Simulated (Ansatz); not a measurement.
# Carrier properties of MgS (Fm-3m)

Given:

```
MgS
1.0
    0.00000     2.59094     2.59094
    2.59094     0.00000     2.59094
    2.59094     2.59094     0.00000
Mg S
1 1
Cartesian
  0.00000   0.00000   0.00000
  2.59094   2.59094   2.59094
```

These are PBEsol with spin-orbit coupling, rigid bands (plane waves, PAW; Ansatz, a quantum-chemistry and plane-wave program) values and carry that method's errors. Geometry: cell and atoms relaxed with PBEsol.

```json
{
 "band_gap": "2.70 eV",
 "electron conductivity mass (300 K, dilute)": "0.35 mₑ",
 "hole conductivity mass (300 K, dilute)": "1.19 mₑ",
 "effective density of states N_c (300 K)": "1.6e19 cm⁻³",
 "effective density of states N_v (300 K)": "9.3e19 cm⁻³",
 "density_of_states_mass_electrons": "0.75 mₑ",
 "density_of_states_mass_holes": "2.4 mₑ",
 "Seebeck coefficient, n-type 1e19 cm⁻³, 300 K": "-261 μV/K",
 "best n-type power factor at 300 K for τ = 10 fs (best axis; densities from 1e16 to 1e21 cm⁻³ tried, whether or not they can be reached)": "7.3 μW/(cm·K²) at 1e20 cm⁻³",
 "Seebeck coefficient, p-type 1e19 cm⁻³, 300 K": "434 μV/K"
}
```

Rigid bands; masses and Seebeck coefficients take one relaxation time τ for all states and one kind of carrier; polarons and phonon drag are left out.
